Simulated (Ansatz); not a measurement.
**PtTe2, response to strain**

Consider PtTe2 (space group P-3m1, No. 164; layered; relaxed with 0.1 eV smearing).

```xyz
3
Lattice="4.0090 0.0000 0.0000 -2.0045 3.4719 0.0000 0.0000 0.0000 4.9600" Properties=species:S:1:pos:R:3 pbc="T T T"
Te     0.0000     2.3146     1.3413
Te     2.0045     1.1573     3.6187
Pt     0.0000     0.0000     0.0000
```

Cartesian axes are those of the cell as printed.

Strains are applied to the cell and any free atomic positions relax; under biaxial strain the out-of-plane vector relaxes too.

Calculations: PBEsol-D3(BJ) (Ansatz, an electronic-structure program, PAW, no SOC).

```json
[
 {"biaxial strain, plane normal [001], relaxed out of plane (%)": "-3", "out-of-plane strain (%)": "3.82"},
 {"biaxial strain, plane normal [001], relaxed out of plane (%)": "-2.5", "out-of-plane strain (%)": "3.16"},
 {"biaxial strain, plane normal [001], relaxed out of plane (%)": "-2", "out-of-plane strain (%)": "2.50"},
 {"biaxial strain, plane normal [001], relaxed out of plane (%)": "-1.5", "out-of-plane strain (%)": "?"},
 {"biaxial strain, plane normal [001], relaxed out of plane (%)": "-1", "out-of-plane strain (%)": "1.24"},
 {"biaxial strain, plane normal [001], relaxed out of plane (%)": "-0.5", "out-of-plane strain (%)": "0.61"},
 {"biaxial strain, plane normal [001], relaxed out of plane (%)": "0", "out-of-plane strain (%)": "0.00"}
]
```

Question: Fit ε⊥ = −νε + γε² (strains in %) to the rows shown and predict the withheld row.

Answer: Least squares on the printed values gives ν = 1.21 (the biaxial Poisson response) and γ = 0.020 (largest residual 0.01 %); this predicts 1.87 %, and the run gives 1.86 %, in agreement.

Stability against distortions was not tested. The final runs are not spin-polarised.
